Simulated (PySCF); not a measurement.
PySCF 2.14.0, PBE/def2-tzvp, df: Cc1ccsc1C, 15 atoms. The geometry is a generated start, not checked to be a minimum at this level.

| Item | Result |
|---|---|
| task | energy and gradient |
| method | pbe |
| basis | def2-tzvp |
| two-electron scheme | density fitting |
| mol.max_memory | 16000 MB |
| mf.init_guess | minao (default) |
| mf.DIIS | CDIIS (default) |
| mf.diis_space | 8 (default) |
| mf.conv_tol | 1e-09 (default) |
| mf.grids.level | 3 (default) |
| basis functions | 271 |
| grid points | 182056 |

Hardware: Arm Neoverse V2, 96 cores on 1 socket, no SMT, 1 L3 cache group.

Times are wall-clock medians of two to five runs, from launch to exit, with nothing else on the machine. Unless noted, each process is bound to its own block of adjacent cores. The times hold for this build (PyPI wheel: OpenMP (GNU), a bundled serial OpenBLAS 0.3.3 under its C layer, NumPy's threaded OpenBLAS held to generic ARMv8 kernels, libcint, Libxc). Scratch files lie in a memory file system.

Measured:

```
cores                     layout  wall time
-----  -------------------------  ---------
2       2 threads, 1 BLAS thread       48 s
8       8 threads, 1 BLAS thread       14 s
16     16 threads, 1 BLAS thread      8.0 s
32     32 threads, 1 BLAS thread      5.8 s
48     48 threads, 1 BLAS thread      5.2 s
64     64 threads, 1 BLAS thread      5.0 s
```

Q: Fit T(p) = s + w/p to these times and predict the runs with 4 threads, 1 BLAS thread and with 88 threads, 1 BLAS thread. How well does the fit hold?

A: A fit of relative deviations gives s = 3.4 s and w = 84 core-seconds; it misses the rows shown by at most 7 %.

```csv
cores,layout,fit,measured,measured against fit
4,"4 threads, 1 BLAS thread",24 s,25 s,+2 %
88,"88 threads, 1 BLAS thread",4.3 s,5.1 s,+18 %
```

Efficiency, counted from 2 cores, is near one half at 32 cores. The time no longer falls beyond 48 cores (5.2 s; the least measured is 5.0 s on 64, level within 8 % or the scatter of repeats). The largest part on 88 cores, exchange-correlation on the grid (vxc), takes 30 s on 2 and 2.2 s there.
